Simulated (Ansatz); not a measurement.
Structures of equal composition on the (0001) surface of wurtzite ZnO (Zn plane on top): 2x2 Mg adatom at H3; 2x2 Mg adatom at T4. The slabs share one bottom face, and each structure is named by its start. These are constructed structures in small cells; real faces may alloy, dewet or reconstruct in larger ones, and not all known structures of the face are among them. Slabs of about 14 Å with all that they carry, Fermi-Dirac smearing of 0.025 eV. Bottom of the slabs: H caps. Relaxed from the named starts with such symmetry as they have, on meshes of like density; energies extrapolated to zero smearing; no spin-orbit coupling, no U. Spin-polarised runs, if any, are marked in brackets, and their order is one that fits the cell; the others ran without spin. Where a second, spin-polarised start was run, the lower counts.

Host crystal: wurtzite ZnO, with a band gap (PBE, scalar-relativistic without spin-orbit coupling).

These are r2SCAN, at the PBE geometry (plane waves to 500 eV, PAW; Ansatz, an electronic-structure program) values and carry that method's errors.

Put the candidates in order of energy per 1x1 cell, lowest first, for r2SCAN, at the PBE geometry.

2x2 Mg adatom at T4 (0.000 eV, gap 0.30 eV on the mesh), 2x2 Mg adatom at H3 (0.016 eV, a narrow gap of 0.20 eV by band count)
